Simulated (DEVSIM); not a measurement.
Structure: abrupt Si n-p junction, at 350 K.

Layer 1 from the left is Si, thickness (μm) 34.0, Nd (cm⁻³) 4.3e15, τn (s) 0.0006, τp (s) 0.0006. Layer 2 from the left is Si, thickness (μm) 8.00, Na (cm⁻³) 2.5e17, τn (s) 1.8e-5, τp (s) 0.0006.

Left contact: ohmic. Right contact: ohmic. Voltage is applied to the left contact. Recombination: SRH at mid-gap. Mobility is constant in doping.

The device is made up for the run: typed textbook-type constants, with dimensions and the other settings drawn at random. Values at 300 K; Nc and Nv go as T^1.5, mobilities as T to minus their exponent, the gap by Varshni's rule with the affinity fixed.

Si: gap (eV) 1.124, affinity (eV) 4.05, permittivity 11.7, Nc (cm⁻³) 2.86e19, Nv (cm⁻³) 3.1e19, μn (cm²/Vs) 1417, μp (cm²/Vs) 470, T exponent of μn 2.3, T exponent of μp 2.2, Varshni α (eV/K) 0.000473, Varshni β (K) 636.

Problem. Estimate by hand the built-in potential, the peak field at zero bias, the capacitance at 6 V, and compare with a numerical solution.

Solution. 
- Built-in potential: ni = √(Nc Nv) exp(−Eg/2kT) = 3.78e11 cm⁻³ with Eg = 1.111 eV; Vbi = kT/q ln(Na Nd/ni²) = 0.686 V; numerical 0.686 V.
- Peak field at zero bias: depletion approximation: W = √(2εVbi/(qN)) = 0.458 μm with N = 4.23e15 cm⁻³; field = 2Vbi/W = 29900 V/cm; numerical 37700 V/cm (estimate below by 21 %).
- Capacitance at 6 V: C = √(qεN / 2(Vbi + |V|)) = 7.24 nF/cm²; numerical 7.28 nF/cm².

Model (solved in DEVSIM): 1D drift-diffusion, Boltzmann statistics, complete ionisation; no tunnelling, impact ionisation, image-force lowering or self-heating.
